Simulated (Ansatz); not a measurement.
## Converging shifted k-point meshes: LuBi2ClO4 (P4mm, 8 atoms in the cell)

```
CELL_PARAMETERS angstrom
      3.87644     0.00000     0.00000
      0.00000     3.87644     0.00000
      0.00000     0.00000     9.06032
ATOMIC_POSITIONS crystal
  Lu 0.00000 0.00000 0.00552
  Bi 0.50000 0.50000 0.27571
  Bi 0.50000 0.50000 0.72429
  Cl 0.00000 0.00000 0.50000
  O  0.50000 0.00000 0.85157
  O  0.50000 0.00000 0.14843
  O  0.00000 0.50000 0.85157
  O  0.00000 0.50000 0.14843
```

Computed with LDA (PW92), default PAW files made with PBE (plane waves; Ansatz, a program for electronic structure).

Base settings: basis.ecutwfc = 30.9 Ry; kpoints.mp_grid.grid = 7 7 3; hamiltonian.xc = lda; hamiltonian.pseudopotentials = {kind: paw} (the program's default PAW files); scf.occupations.method = fixed.

In this ladder: kpoints.mp_grid.shift = 0.5 0.5 0.5.

Shifted meshes do not hold Γ, so a gap read on them misses any band edge there.

Only quantities that move along the ladder and can be compared are tabulated.

The count of work is k-points × plane waves × bands × iterations; it is no time. Core times come from one kind of shared machine, to one figure; runs under 30 s give none.

The starting cell comes from a database of computed structures (which also holds hypothetical and non-ambient phases and stackings), without a prior relaxation at this level. Its lattice was rescaled by up to half a per cent. One atom was moved a little off its site on purpose. Spin-orbit coupling is off. In the base run, with a pressure of about -9 GPa the cell is away from its equilibrium volume at this level. In the base run, forces exceed 1 eV/Å. Ansatz's pressure includes its estimate of the finite-basis (Pulay) stress.

| kpoints.mp_grid.grid | free energy less the last step's (meV/atom) | pressure (GPa) | largest difference of a force vector from the last step's (eV/Å) | gap on the mesh (eV) | count of work / last | core time / last (rough) |
|---|---|---|---|---|---|---|
| 2 2 1 | 7.97 | -8.74 | 0.317 | 3.970 | 0.0056 | – |
| 3 3 1 | -8.08 | -8.75 | 0.133 | 2.931 | 0.015 | – |
| 3 3 2 | -0.44 | -8.65 | 0.004 | 2.623 | 0.017 | – |
| 4 4 2 | -0.59 | -8.64 | 0.005 | 2.491 | 0.017 | – |
| 5 5 2 | -0.33 | -8.64 | 0.002 | 1.900 | 0.033 | – |
| 6 6 3 | -0.05 | -8.64 | 0.000 | 1.801 | 0.067 | – |
| 7 7 3 | 0.01 | -8.64 | 0.000 | 1.505 | 0.11 | – |
| 8 8 4 | -0.02 | -8.64 | 0.000 | 1.492 | 0.11 | – |
| 9 9 4 | 0.01 | -8.64 | 0.000 | 1.322 | 0.17 | – |
| 10 10 5 | -0.01 | -8.64 | 0.000 | 1.330 | 0.25 | 0.2 |
| 11 11 5 | 0.00 | -8.64 | 0.000 | 1.222 | 0.35 | 0.4 |
| 12 12 6 | -0.01 | -8.64 | 0.000 | 1.236 | 0.35 | 0.4 |
| 14 14 6 | -0.01 | -8.64 | 0.000 | 1.185 | 0.47 | 0.5 |
| 15 15 7 | 0.00 | -8.64 | 0.000 | 1.124 | 0.80 | 0.8 |
| 17 17 7 | 0.00 | -8.64 | 0.000 | 1.102 | 1.0 | 1 |
| 18 18 8 | 0.00 | -8.64 | 0.000 | 1.114 | 1.0 | 1 |

Coarsest kpoints.mp_grid.grid that holds the free energy within 0.5 meV/atom of the last step, with all finer ones: 5 5 2, at 0.033 of the last step's count of work; the step before is off by 0.59 meV/atom.

Coarsest kpoints.mp_grid.grid that holds the pressure within 0.05 GPa of the last step, with all finer ones: 3 3 2, at 0.017 of the last step's count of work; the step before is off by 0.12 GPa.

The gap on the mesh jumps up and down from mesh to mesh; it is no smooth measure of convergence.

Keys are those of Ansatz 0.2.
